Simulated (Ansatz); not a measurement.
Start from Sr₃Zr₂O₇ (space group I4/mmm, No. 139; a = 4.122 Å, c = 20.810 Å; a cell from a computed database, its experimental status unchecked).

The values are results of Kohn–Sham DFT with the PBEsol functional, run in Ansatz (a quantum-chemistry and plane-wave program) with PAW and 420 eV plane waves, no spin-orbit coupling, not measurements.

For the base:

The shortest interatomic distance is 2.061 Å and the gap character is indirect, X → Γ.

The change: a hydrostatic pressure of 3 GPa.

Q: Predict the new shortest interatomic distance.

A: The shortest interatomic distance decreases by 0.0137 Å to 2.048 Å.

Q: Predict the new mean gap deformation potential ΔEg/Δln V.

A: The mean gap deformation potential ΔEg/Δln V amounts to -1.2 eV.

Q: What does the calculation give for the gap character after the change?

A: The gap character stays indirect, X → Γ.

Load acts through the strain it causes; cell and atoms are relaxed under it. Whether these cells are dynamically stable was not tested.
